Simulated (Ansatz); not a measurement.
## MgS, pressure series

Start from MgS in the rock salt structure (space group Fm-3m, No. 225).

```xyz
2
Lattice="0.0000 2.5911 2.5911 2.5911 0.0000 2.5911 2.5911 2.5911 0.0000" Properties=species:S:1:pos:R:3 pbc="T T T"
Mg     0.0000     0.0000     0.0000
S      2.5911     2.5911     2.5911
```

Cell and atoms are relaxed at each pressure.

Levels (all Ansatz, a quantum-chemistry and plane-wave program, PAW): PBEsol (420 eV, scalar-relativistic without spin-orbit coupling); HSE06 (420 eV, scalar-relativistic without spin-orbit coupling).

Band gaps by level, all at the geometries relaxed with PBEsol:

```csv
case,PBEsol,HSE06
base,2.73 eV,3.83 eV
pressure −1 GPa,2.70 eV,3.80 eV
pressure 0.3 GPa,2.73 eV,___
pressure 0.7 GPa,2.74 eV,3.85 eV
pressure 1.5 GPa,2.76 eV,___
pressure 3 GPa,2.80 eV,___
pressure 5 GPa,2.84 eV,3.97 eV
pressure 10 GPa,2.92 eV,___
```

Q: Some entries are withheld; estimate them.

A: 
- pressure 0.3 GPa, HSE06: 3.84 eV
- pressure 1.5 GPa, HSE06: 3.88 eV
- pressure 3 GPa, HSE06: 3.92 eV
- pressure 10 GPa, HSE06: 4.07 eV

Single points use the geometry relaxed with PBEsol. HSE06 was sampled on its mesh, a few special points and the semilocal edge points, so its gap is an upper bound. Load acts through the strain it causes; cell and atoms are relaxed under it. Stability against distortions was not tested. Competing high-pressure phases were not computed. The base started in P3_121 and relaxed to Fm-3m at this level.
